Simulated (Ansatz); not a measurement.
## TiB2 under a change: x(Hf) = 0.75, 12 atoms, Pmmm

Base system: TiB₂ (space group P6/mmm, No. 191; a = 3.032 Å, c = 3.224 Å).

The other end (x = 1) is HfB2 (space group P6/mmm, No. 191): 9.96 Å³/atom, gap zero.

The change: Hf replaces 75.0 % of the Ti, ordered in a cell of 12 atoms (starting symmetry Pmmm) and fully relaxed.

Computed with Ansatz (an electronic-structure program), PBE, PAW, cutoff 420 eV, no spin-orbit coupling, earlier PAW set. k-mesh 15×9×7 (Γ-centred); smearing 0.05 eV (Fermi–Dirac), for the changed cell.

- Density = 9.62 g/cm³ (base 4.50 g/cm³)
- Band gap = zero (base zero)
- Mixing energy = +0.02 eV/atom (to 0.01 eV only: unlike meshes or grids)
- Deviation of the volume from the linear (Vegard-type) interpolation = +0.3 %

Final structure:

```
CELL_PARAMETERS angstrom
      3.12046     0.00000     0.00000
      0.00000     5.40138     0.00000
      0.00000     0.00000     6.86035
ATOMIC_POSITIONS crystal
  Hf 0.00000 0.00000 0.00000
  Ti 0.00000 0.00000 0.50000
  Hf 0.50000 0.50000 0.00000
  Hf 0.50000 0.50000 0.50000
  B  0.00000 0.33063 0.25468
  B  0.00000 0.33063 0.74532
  B  0.50000 0.83570 0.25644
  B  0.50000 0.83570 0.74356
  B  0.50000 0.16430 0.25644
  B  0.50000 0.16430 0.74356
  B  0.00000 0.66937 0.25468
  B  0.00000 0.66937 0.74532
```

Cost of the whole job for the changed cell (relaxation, final SCF and bands): very roughly 16 core-minutes.

These are small ordered cells, not random alloys; other orderings at the same x differ. Whether these cells are dynamically stable was not tested. The final runs are not spin-polarised.
